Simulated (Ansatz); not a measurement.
Effect of Ta → Ho on Ta

Base system: Ta in the bcc (W type) structure (space group Im-3m, No. 229; a = 3.282 Å).

One thing is altered: every Ta is replaced by Ho, then cell and atoms are relaxed.

All numbers come from Ansatz (a quantum-chemistry and plane-wave program), PBEsol, PAW, cutoff 420 eV, spin-orbit coupling left out, earlier PAW set. k-mesh 16×16×16 (Γ-centred); smearing 0.05 eV (Fermi–Dirac), for the changed cell.

```json
{
  "density": "8.71 g/cm³ (base 17.00 g/cm³)",
  "lattice_parameter_a": "3.977 Å (base 3.282 Å)",
  "space_group": "Im-3m (No. 229) (base Im-3m (No. 229))",
  "shortest_interatomic_distance": "3.444 Å (base 2.842 Å)",
  "magnetic_state": "ferromagnetic (base not spin-polarised)",
  "largest_site_moment": "3.40 μB (base 0.00 μB)"
}
```

Cost of the whole job for the changed cell (relaxation, final SCF and bands): very roughly 8 core-minutes.

Other magnetic orders, which the real material may have, were not ruled out. The 4f electrons are in the valence with no U and their state was not checked, so volumes and moments can be off. Stability against distortions was not tested. For Ho in this form, whether it has been made was not checked. Spin-polarised in the final run: Ho; the other runs are not. This is not the structure that Ho has at room temperature and ambient pressure.
